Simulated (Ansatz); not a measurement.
Start from MoS₂ in the 3R-MoS2 type structure (space group R3m, No. 160; layered, stacked along the Cartesian z axis).

```xyz
3
Lattice="1.5579 0.8994 5.7859 -1.5579 0.8994 5.7859 0.0000 -1.7989 5.7859" Properties=species:S:1:pos:R:3 pbc="T T T"
Mo     0.0000     0.0000     0.0007
S      0.0000     0.0000    13.1304
S      0.0000     0.0000    10.0118
```

Level of theory: Kohn–Sham DFT with the PBEsol-D3(BJ) functional, run in Ansatz (a quantum-chemistry and plane-wave program) with PAW and 420 eV plane waves, without spin-orbit coupling, earlier PAW set.

Before the change:

| Item | Result |
|---|---|
| Smallest direct gap | 1.87 eV |

Perturbation: an isotropic linear strain of −4.11 %; the atoms relax in the strained cell.

**Question.** What happens to the smallest direct gap?

**Answer.** The smallest direct gap drops by 0.126 eV (1.87 eV → 1.75 eV).

**Question.** What does the calculation give for the energy relative to the base after the change?

**Answer.** The energy goes up by 82 meV/atom.

No phonon test of stability was made.
